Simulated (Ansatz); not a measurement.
## GaN, pressure series

The parent structure is GaN in the wurtzite structure (space group P6_3mc, No. 186; a = 3.183 Å, c = 5.186 Å).

Cell and atoms are relaxed at each pressure.

Levels (all Ansatz, an electronic-structure program, PAW, earlier PAW set): PBEsol (420 eV, no spin-orbit coupling); r2SCAN (500 eV, no spin-orbit coupling); HSE06 (420 eV, no spin-orbit coupling); PBEsol+SOC (420 eV, spin-orbit coupling included).

Band gaps by level, all at the geometries relaxed with PBEsol:

| case | PBEsol | r2SCAN | HSE06 | PBEsol+SOC |
|---|---|---|---|---|
| base | 1.88 eV | 2.35 eV | 3.19 eV | 1.87 eV |
| pressure −2 GPa | 1.81 eV | 2.27 eV | 3.11 eV | 1.80 eV |
| pressure −1 GPa | 1.84 eV | 2.31 eV | [?] | 1.84 eV |
| pressure 1.8 GPa | 1.94 eV | 2.41 eV | 3.26 eV | 1.94 eV |
| pressure 4.2 GPa | 2.02 eV | 2.50 eV | 3.36 eV | 2.01 eV |
| pressure 9 GPa | 2.16 eV | 2.65 eV | [?] | 2.16 eV |
| pressure 30 GPa | 2.68 eV | 3.20 eV | 4.12 eV | 2.68 eV |
| pressure 45 GPa | 2.96 eV | 3.50 eV | 4.44 eV | 2.96 eV |

Problem. Some entries are withheld; estimate them.

Solution. 
- pressure −1 GPa, HSE06: 3.15 eV
- pressure 9 GPa, HSE06: 3.52 eV

Single points use the geometry relaxed with PBEsol. The spin-orbit shifts are approximate. Load acts through the strain it causes; cell and atoms are relaxed under it. Stability against distortions was not tested. Tetrahedral semiconductors of this kind turn to denser phases somewhere between about 1 and 50 GPa; those were not computed, so compressed cells here can lie past the real transition.
